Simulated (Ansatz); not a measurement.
The starting structures come from a database of crystals and need not be the phases stable at ambient conditions.

Inside the gap of an insulator the Bloch states are evanescent, with a wavenumber k + iκ along the transport direction.

Consider the following.

```
BiBrS
1.0
    4.05545     0.00000     0.00000
    0.00000     8.16159     0.00000
    0.00000     0.00000     9.72713
Bi S Br
4 4 4
Direct
  0.75000   0.85815   0.86781
  0.25000   0.14185   0.13219
  0.25000   0.64185   0.36781
  0.75000   0.35815   0.63219
  0.25000   0.83306   0.05450
  0.75000   0.16694   0.94550
  0.75000   0.66694   0.55450
  0.25000   0.33306   0.44550
  0.75000   0.99034   0.32812
  0.25000   0.00966   0.67188
  0.25000   0.50966   0.82812
  0.75000   0.49034   0.17188
```

Space group of this cell: Pnma. The cell was relaxed by PBE-D3(BJ); by r2SCAN its mean pressure is 1.0 GPa.

Transport runs along the normal of the first two printed cell vectors.

The gap is the functional's own. No spin-orbit coupling. Mid-gap values are interpolated on the energy grid.

Problem. State the band gap and the smallest decay constant κ at mid-gap according to r2SCAN in Ansatz (an electronic-structure program).

Solution. Gap 2.28 eV on a 8×4×4 mesh; κ = 0.258 1/Å, at (0.000, 0.250) of the in-plane reciprocal vectors. At the zone centre, at the nearest computed energy, the slowest state has κ = 0.26 1/Å.
